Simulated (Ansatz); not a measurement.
## Amorphous Hf27O45N6

It comes from a melt-quench run on a machine-learned potential (CHGNet), relaxed afterwards by DFT. O and N atoms were pushed apart under 1.9 Å during the dynamics, to hinder bonds among them. The hot cell started wider than the set density and was brought back towards it in steps. It is the lowest in DFT energy of 4 quenches. It is a model cell: composition and starting density were chosen by hand, and all elements were melted together. No dispersion term was used. Cycles of charging and discharging annealed it further.

Methods: PBE, scalar-relativistic without spin-orbit coupling (Ansatz, a quantum-chemistry and plane-wave program); r2SCAN, scalar-relativistic without spin-orbit coupling (Ansatz). Geometry, pressure, stress and energy are those of the PBE run. Its sampling: a 2×2×2 Γ-centred mesh; Fermi-Dirac width 0.02 eV; no spin polarisation. Other functionals are single points at the zone centre (r2SCAN at 500 eV), free to take moments where seeds were set. At PBE the levels at the filled edge of the gap are localised (band-tail or defect states).

* **Number of atoms in the cell**: 78
* **Density (volume relaxed, without dispersion)**: 9.57 g/cm³
* **Volume per atom**: 12.51 Å³
* **Pressure on a 2×2×2 Γ-centred mesh**: 0.36 GPa
* **Largest force and stress component on that mesh (the relaxation ran on the zone centre alone)**: 0.11 eV/Å and 0.9 GPa
* **Level gap on a 2×2×2 Γ-centred mesh (PBE)**: 2.89 eV
* **Level gap at the zone centre (PBE)**: 2.97 eV
* **Level gap at the zone centre (r2SCAN)**: 3.35 eV

Bonds are counted up to Hf-Hf 3.34 Å, Hf-O 2.86 Å, Hf-N 2.90 Å, O-O 1.58 Å, O-N 1.64 Å, N-N 1.70 Å. Two cations that share two anions don't count as bonded, nor two that share one unless they lie closer than Hf-Hf 3.25 Å.

The mean coordination of Hf by anions is 6.52 (2 with 5, 10 with 6, 14 with 7, 1 with 8) and the mean coordination of O is 3.36 (2 with 2, 26 with 3, 16 with 4, 1 with 5). The mean coordination of N comes out as 4.17 (5 with 4, 1 with 5) and the mean Hf-O bond is 2.178 Å (spread 0.163 Å, 151 counted). The mean Hf-N bond is 2.208 Å (spread 0.154 Å, 25 counted).

Its density started from a set value of 9.29 g/cm³. The simulated quench (nominally 91 K/ps over its main leg) is rapid and tends to freeze in more defects than a deposited or slowly cooled glass has. A cell of this size samples the disorder only roughly. Volume and shape were free in the relaxation. Stress components on the final sampling reach 0.9 GPa. Cycles of charging lowered its energy after that relaxation.
